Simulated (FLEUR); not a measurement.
## FLEUR run on LaAg (Pm-3m, 2 atoms in the cell): self-consistent single point

Method: PBEsol, all-electron FLAPW (FLEUR), scalar-relativistic valence.

The input file:

Input of the input generator:

```
scf LaAg
&input film=f /
7.1053702286 0.0000000000 0.0000000000
0.0000000000 7.1053702286 0.0000000000
0.0000000000 0.0000000000 7.1053702286
1.0
1.0 1.0 1.0

2
47 0.0000000000 0.0000000000 0.0000000000
57 0.5000000000 0.5000000000 0.5000000000

&comp jspins=1 /
&exco xctyp='PBEs' /
&kpt div1=9 div2=9 div3=9 /
&end /
```

```xml
<?xml version="1.0" encoding="UTF-8" standalone="no"?>
<fleurInput fleurInputVersion="0.39">
   <comment>
      scf LaAg                                                                                            
   </comment>
   <calculationSetup>
      <cutoffs Kmax="3.8" Gmax="11.4" GmaxXC="11.4" numbands="0"/>
      <scfLoop itmax="80" minDistance="0.00001" maxIterBroyd="99" imix="Anderson" alpha="0.05" precondParam="0.0" spinf="2.0"/>
      <coreElectrons ctail="T" frcor="F" kcrel="0" coretail_lmax="0"/>
      <xcFunctional name="PBEs" relativisticCorrections="F"/>
      <magnetism jspins="1"/>
      <soc l_soc="F" theta="0.0" phi="0.0" spav="F"/>
      <expertModes spex="0" secvar="F"/>
      <geometryOptimization l_f="T" forcealpha="1.0" forcemix="BFGS" epsdisp="0.00001" epsforce="0.00001"/>
      <ldaU l_linMix="F" mixParam="0.05" spinf="1.0"/>
   </calculationSetup>
   <cell>
      <bzIntegration valenceElectrons="28.0" mode="hist" fermiSmearingEnergy="0.00367493">
         <kPointListSelection listName="default-1"/>
         <!-- k-points included here -->
         <xi:include xmlns:xi="http://www.w3.org/2001/XInclude" href="kpts.xml"> </xi:include>
      </bzIntegration>
      <!-- symmetry operations included here -->
      <xi:include xmlns:xi="http://www.w3.org/2001/XInclude" href="sym.xml"> </xi:include>
      <bulkLattice scale="1.0">
         <bravaisMatrix>
            <row-1>    7.1053702286000000     0.0000000000000000     0.0000000000000000</row-1>
            <row-2>    0.0000000000000000     7.1053702286000000     0.0000000000000000</row-2>
            <row-3>    0.0000000000000000     0.0000000000000000     7.1053702286000000</row-3>
         </bravaisMatrix>
      </bulkLattice>
   </cell>
   <atomSpecies>
      <species name="Silver (Ag)" element="Ag" atomicNumber="47">
         <mtSphere radius="2.63" gridPoints="925" logIncrement="0.014"/>
         <atomicCutoffs lmax="10" lnonsphr="8"/>
         <electronConfig flipSpins="F">
            <coreConfig>(1s1/2) (2s1/2) (2p1/2) (2p3/2) (3s1/2) (3p1/2) (3p3/2) (4s1/2) (3d3/2) (3d5/2)</coreConfig>
            <valenceConfig>(4p1/2) (4p3/2) (5s1/2) (4d3/2) (4d5/2)</valenceConfig>
            <stateOccupation state="(5s1/2)" spinUp="0.5" spinDown="0.5"/>
         </electronConfig>
         <energyParameters s="5" p="5" d="4" f="4"/>
         <lo type="SCLO" l="1" n="4" eDeriv="0"/>
         <lo type="HELO" l="2" n="5" eDeriv="0"/>
      </species>
      <species name="Lanthanum (La)" element="La" atomicNumber="57">
         <mtSphere radius="2.63" gridPoints="925" logIncrement="0.014"/>
         <atomicCutoffs lmax="10" lnonsphr="8"/>
         <electronConfig flipSpins="F">
            <coreConfig>(1s1/2) (2s1/2) (2p1/2) (2p3/2) (3s1/2) (3p1/2) (3p3/2) (4s1/2) (3d3/2) (3d5/2) (4p1/2) (4p3/2) (4d3/2) (4d5/2)</coreConfig>
            <valenceConfig>(5s1/2) (5p1/2) (5p3/2) (6s1/2) (5d3/2) (5d5/2)</valenceConfig>
            <stateOccupation state="(5d3/2)" spinUp="0.2" spinDown="0.2"/>
            <stateOccupation state="(5d5/2)" spinUp="0.3" spinDown="0.3"/>
         </electronConfig>
         <energyParameters s="6" p="6" d="5" f="4"/>
         <lo type="SCLO" l="0" n="5" eDeriv="0"/>
         <lo type="SCLO" l="1" n="5" eDeriv="0"/>
      </species>
   </atomSpecies>
   <atomGroups>
      <atomGroup species="Silver (Ag)">
         <relPos label="                   1">.0000000000 .0000000000 .0000000000</relPos>
         <force calculate="T" relaxXYZ="TTT"/>
      </atomGroup>
      <atomGroup species="Lanthanum (La)">
         <relPos label="                   2">1.000/2.000 1.000/2.000 1.000/2.000</relPos>
         <force calculate="T" relaxXYZ="TTT"/>
      </atomGroup>
   </atomGroups>
   <output dos="F" band="F" slice="F">
      <checks vchk="F" cdinf="F"/>
      <bandDOS minEnergy="-.5*Htr" maxEnergy="0.5*Htr" sigma="0.015" storeEVData="T"/>
      <vacuumDOS vacdos="F" integ="F" star="F" nstars="0" locx1="0.0" locy1="0.0" locx2="0.0" locy2="0.0" nstm="0" tworkf="0.0"/>
      <unfoldingBand unfoldBand="F" supercellX="1" supercellY="1" supercellZ="1"/>
      <plotting iplot="0" polar="F">
         <plot TwoD="T" vec1="  1.0  0.0  0.0" vec2="  0.0  1.0  0.0" vec3="  0.0  0.0  1.0" zero="  0.0  0.0  0.0" file="plot"/>
      </plotting>
      <chargeDensitySlicing numkpt="0" minEigenval="0.0" maxEigenval="0.0" nnne="0" pallst="F"/>
      <specialOutput eonly="F"/>
      <magneticCircularDichroism mcd="F" energyLo="-10.0" energyUp="0.0"/>
   </output>
  <!-- We include the file relax.xml here to enable relaxations (see documentation) -->
  <xi:include xmlns:xi="http://www.w3.org/2001/XInclude" href="relax.xml"> <xi:fallback/> </xi:include>
</fleurInput>
```

Output, abridged:

```
      Welcome to FLEUR        (www.flapw.de)
      MaX-Release 8.1          (www.max-centre.eu)

 ========== k-point set info ==========
 Selected k-point list: default-1
 k-point list type: mesh
 9 x 9 x 9
 Number of k points: 35

 ------------Calculation Setup---------------------------
           1           5           7          35
 Number of basis functions:          361
 Iteration:     1   Distance:      12.17041168 me/bohr^3
 Iteration:     2   Distance:       9.28418141 me/bohr^3
 Iteration:     3   Distance:       3.63711654 me/bohr^3
 Iteration:     4   Distance:       3.61647164 me/bohr^3
 Iteration:     5   Distance:       0.78167330 me/bohr^3
 Iteration:     6   Distance:       0.78289531 me/bohr^3
   [... 5 lines left out ...]
 Iteration:    12   Distance:       0.00090556 me/bohr^3
 Iteration:    13   Distance:       0.00071470 me/bohr^3
 Iteration:    14   Distance:       0.00034113 me/bohr^3
 Iteration:    15   Distance:       0.00001136 me/bohr^3
 Iteration:    16   Distance:       0.00000746 me/bohr^3

 Run finished successfully
 Stop message:
   Structural relaxation: Done

[file out, last iteration]
             iter=     17
          p o t e n t i a l   g e n e r a t o r
[...]
          integral of pseudo charge density inside the slab=        0.000000   0.000000
     coulomb potential in the interstitial region:
          density-coulomb potential integrals
          total density-coulomb potenti   -22609.0875263891
          density-effective potential integrals for spin  1
          total density-effective poten   -2.3066408619E+04
          charge density-energy density integrals
          total charge density-energy d   -3.4776870409E+02
 Updated energy parameters for spin:           1
  Atom    1 5s branch from -3.03 to  1.33 htr. ; e_l =  0.2621
  Atom    1 5p branch from -1.68 to  1.94 htr. ; e_l =  0.4135
  Atom    1 4d branch from-12.72 to  0.30 htr. ; e_l =  0.1961
  Atom    1 4f branch from -9.99 to  2.21 htr. ; e_l =  0.7227
  Atom    1 4p branch from-20.01 to -1.68 htr. ; e_l(l -1.6947
  Atom    1-5d branch from  2.38 to  2.38 htr. ; e_l(l  2.3781
  Atom    2 6s branch from -0.70 to  3.09 htr. ; e_l =  0.2466
  Atom    2 6p branch from  0.05 to  3.85 htr. ; e_l =  0.3534
  Atom    2 5d branch from -3.21 to  1.23 htr. ; e_l =  0.3329
  Atom    2 4f branch from -9.99 to  0.49 htr. ; e_l =  0.4192
  Atom    2 5s branch from -9.17 to -0.70 htr. ; e_l(l -0.8506
  Atom    2 5p branch from -6.73 to  0.05 htr. ; e_l(l -0.2633
[...]
 fermi energy and band-weighting factors:
at   0.44444   0.44444   0.44444   k-weight:    0.010974
   22 eigenvalues :
   -1.689542   -1.689542   -1.689542   -0.844730   -0.260068   -0.260061   -0.260061    0.185055
    0.187180    0.187180    0.202937    0.202937    0.290415    0.302757    0.302757    0.376752
    0.421952    0.421952    0.422322    0.431741    0.432103    0.432103
   [... 2 blocks of this kind left out ...]

[...]
FERMIE:
          first approx. to ef    (T=0)  :   0.362241 htr   (energy of the highest occ. eigenvalue)
          number of occ. states  (T=0)  :        487
          first approx. to seigv (T=0)  : -10.297287 htr
          sum of weights of occ. states :  14.015089
          sum of semicore charge        :   0.000000 e
FERHIS:  Fermi-Energy by histogram:
          bandgap                     :   0.000882 htr
          charge neutrality (T=0)     :   0.030178    (zero if the highest occ. eigenvalue is "entirely" occupied)
     EF_NEWTON:  Adjust Fermi-Energy by Newton-Method.
               Number of iterations needed  :   4
               The error in the weight is   :  0.45400E-11
               The error in ef is           : -0.18346E-12 htr
     -->  new fermi energy            :   0.360318 htr
          valence charge              :  28.000000 e
          actual charge blw ef-8kt    :  26.652949 e
          actual charge blw ef+8kt    :  28.000000 e
          number of occ. states       :       524
          sum of the valence weights  :   14.000000
          entropy         :   0.637677 *kb htr/K =   0.00000 htr/K
          sum of val. single particle energies:       -10.3069677959 htr
 Direct bandgap for spin            1 :    1.3747974590744338E-002  Htr
 at k-point           17  with k-vector   0.33333333333333331       0.33333333333333331       0.22222222222222221
          valence density: spin= 1
[...]
     l-like charge
     atom     s        p        d        f        total
 -->  1    0.63567  6.29825  9.13793  0.00680   16.08041
 -->  2    2.02612  5.42166  0.63185  0.10525    8.18702
          total charge for spin  1=   28.000000
          interst. charge =       3.732571
          mt charge=             16.080414    8.187015
          total charge  =   28.000000
          z= 47.     r(1)=  0.633756E-05     dx= 0.014000     m.t.index= 925
               n    l     j    energy       weight
               1.   0.   0.5 -929.3727      2.0000
               2.   0.   0.5 -136.4350      2.0000
               2.   1.   0.5 -126.7760      2.0000
   [... 7 lines left out ...]
          atom type    1  (spin 1)
          kinetic energy=  0.539809442817E+04     sum of the eigenvalues= -0.316927058486E+04
          0.00037198  electrons lost from core.
          z= 57.     r(1)=  0.633756E-05     dx= 0.014000     m.t.index= 925
               n    l     j    energy       weight
               1.   0.   0.5-1421.6766      2.0000
               2.   0.   0.5 -225.7349      2.0000
               2.   1.   0.5 -212.8778      2.0000
   [... 11 lines left out ...]
          atom type    2  (spin 1)
          kinetic energy=  0.903487077260E+04     sum of the eigenvalues= -0.523591567131E+04
          0.00055170  electrons lost from core.
          total charge for spin  1=  104.000000
          interst. charge =       3.733494
          mt charge=             46.080042   54.186464
          total charge  =  104.000000
          zc=   104.000000     qfix=    1.000000
     t o t a l  e n e r g y
          sum of eigenvalues =             -8415.4932239601
          density-coulomb potential int   -22609.0875263891
          density-effective potential i   -23066.4086194185
          charge density-ex.-corr.energ     -347.7687040889
          el.-nucl. inter. diff. m.t.       6438.8959529901
          Madelung term for atom type:       -17.3552995724
          el.-nucl. inter. diff. m.t.      10315.2616070918
          Madelung term for atom type:       -36.2973618246
 ---->    total energy=                   -13809.2072933039 htr
 ---->    (input%tkb*entropy) TS=              0.0023434176 htr
 ---->    free energy=                    -13809.2096367215 htr
      extrapolation for T->0
 ---->    total electron energy=          -13809.2084650127 htr
 ***** TOTAL FORCES ON ATOMS *****
 TOTAL FORCE FOR ATOM TYPE=  1  X=  0.000   Y=  0.000   Z=  0.000
                       FX_TOT= 0.000000 FY_TOT= 0.000000 FZ_TOT= 0.000000
 TOTAL FORCE FOR ATOM TYPE=  2  X=  3.553   Y=  3.553   Z=  3.553
                       FX_TOT= 0.000000 FY_TOT= 0.000000 FZ_TOT= 0.000000
 Structural relaxation: Done
```

The run converged in 16 iterations. FLEUR gives forces in its relaxation mode, with a further iteration, so its stop message speaks of a relaxation.

The starting cell comes from a database of published, mostly measured structures (it also holds non-ambient and calculated ones), without a prior relaxation at this level. Values depend on the basis (sphere radii, cutoffs, local orbitals), which need not be converged. The log's line on a gap gives a spacing of levels on this mesh, which the program prints for metals too.

Cost on one core of a shared machine: roughly 80 s.
